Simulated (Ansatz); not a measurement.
The reference is BaO in the rock salt structure (space group Fm-3m, No. 225; a = 5.4899 Å).

The change: Mg takes the place of Ba on all its sites; the structure is relaxed again.

Levels (all Ansatz, a program for electronic structure, PAW): PBEsol (420 eV, without spin-orbit coupling); HSE06+SOC (420 eV, noncollinear with spin-orbit coupling).

The geometry is relaxed with PBEsol.

```
Property                                   Result
----------------------------  -------------------
PBEsol band gap                           4.62 eV
PBEsol valence-band top at Γ  0.00, 0.00, 0.00 eV
```

With HSE06+SOC at the same geometry, the band gap goes up by 1.83 eV, from 4.62 eV to 6.45 eV; the valence-band top at Γ (three highest Kramers pairs, from the VBM) goes from 0.00, 0.00, 0.00 eV to 0.00, 0.00, -0.04 eV. The threefold valence maximum splits by Δso ≈ 42 meV.

Single points use the geometry relaxed with PBEsol. Differences between runs with and without spin-orbit coupling are approximate. Whether these cells are dynamically stable was not tested.
